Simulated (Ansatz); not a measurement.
## 1T (CdI2-type) CaI₂

These are PBE0 (plane waves, PAW; Ansatz, an electronic-structure program) values and carry that method's errors.

Run with plane-wave cutoff 460 eV, 6×6×4 k mesh (along the axes of the cell as run), Fermi–Dirac smearing 0.01 eV, scalar-relativistic PAW data made under PBE.

Cell: relaxed with PBEsol: a = b = 4.435 Å, c = 7.095 Å, α = β = 90.00°, γ = 120.00°.

* **band gap**: 5.37 eV (on the SCF k mesh)
* **smallest direct gap on the k points sampled**: 6.05 eV

Note: the cell comes from a level without a dispersion term, which matters for the spacing of layers, chains or molecules; cell and atoms aren't relaxed at this level (largest force component 0.09 eV/Å, pressure 1.2 GPa); the cell has widely spaced layers and the level no dispersion term, so their spacing and the moduli can rest on weak binding.

Spin–orbit coupling is not included; with these elements it can move the gap by several tenths of an eV or more.

Static lattice: no zero-point or thermal effects.
